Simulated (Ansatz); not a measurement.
Variants of one calculation on Sc (P1, 6 atoms in the cell)

```
CELL_PARAMETERS angstrom
      3.24638     0.00000     0.00000
     -1.62319     2.81145     0.00000
      0.00000     0.00000    16.34698
ATOMIC_POSITIONS crystal
  Sc 0.51809 0.00778 0.49916
  Sc 0.52165 0.51949 0.66707
  Sc 0.00550 0.51235 0.83496
  Sc 0.47475 0.99564 0.99711
  Sc 0.47933 0.48271 0.16878
  Sc 0.00067 0.48203 0.33291
```

Base run A: LDA (PW92), default PAW files made with PBE (Ansatz, a program for electronic structure), self-consistent single point.

Its settings: basis.ecutwfc = 420 eV; kpoints.mp_grid.grid = 6 6 1; hamiltonian.xc = lda; hamiltonian.pseudopotentials = {kind: paw} (the program's default PAW files); scf.occupations.method = fermi_dirac; scf.occupations.width = 0.1 eV.

The starting cell comes from a database of computed structures (which also holds hypothetical and non-ambient phases and stackings), without a prior relaxation at this level. Its atoms were displaced at random from the sites of space group no. 178. In the base run, with a pressure of about -5 GPa the cell is away from its equilibrium volume at this level. Ansatz's pressure includes its estimate of the finite-basis (Pulay) stress. Without a gap this mesh is coarse (it stands for a supercell whose shortest vector is 16 Å).

ΔF is the free energy per atom less that of run A. 

```json
[
 {"run": "A", "change": "base", "ΔF (meV/atom)": "0.00", "pressure (GPa)": "-4.74", "largest force (eV/Å)": "0.178", "k-points": "20"},
 {"run": "B", "change": "kpoints.mp_grid.grid: 6 6 1 → 7 7 2; scf.occupations.width: 0.1 eV → 0.03 eV", "ΔF (meV/atom)": "36.4", "pressure (GPa)": "-4.92", "largest force (eV/Å)": "0.163", "k-points": "50"},
 {"run": "C", "change": "kpoints.mp_grid.grid: 6 6 1 → 3 3 1", "ΔF (meV/atom)": "47.5", "pressure (GPa)": "-5.10", "largest force (eV/Å)": "0.219", "k-points": "5"},
 {"run": "D", "change": "kpoints.mp_grid.grid: 6 6 1 → 4 4 1; kpoints.mp_grid.shift: default → 0.5 0.5 0.5", "ΔF (meV/atom)": "8.5", "pressure (GPa)": "-4.62", "largest force (eV/Å)": "0.179", "k-points": "8"},
 {"run": "E", "change": "scf.occupations.method: fermi_dirac → cold; scf.occupations.width: 0.1 eV → 0.3 eV", "ΔF (meV/atom)": "27.0", "pressure (GPa)": "-4.91", "largest force (eV/Å)": "0.184", "k-points": "20"},
 {"run": "F", "change": "scf.mixing.preconditioner: default (the program chose Kerker) → ldos", "ΔF (meV/atom)": "0.00", "pressure (GPa)": "-4.74", "largest force (eV/Å)": "0.178", "k-points": "20"},
 {"run": "G", "change": "scf.eigensolver.kind: default (the program chose band_cg) → davidson", "ΔF (meV/atom)": "0.00", "pressure (GPa)": "-4.74", "largest force (eV/Å)": "0.178", "k-points": "20"}
]
```

Run B against A: The free energy goes up by 36.4 meV/atom, the pressure goes from -4.74 to -4.92 GPa and the largest force goes from 0.178 to 0.163 eV/Å.

Run C against A: The free energy rises by 47.5 meV/atom, the pressure goes from -4.74 to -5.10 GPa and the largest force goes from 0.178 to 0.219 eV/Å.

Keys are those of Ansatz 0.2.
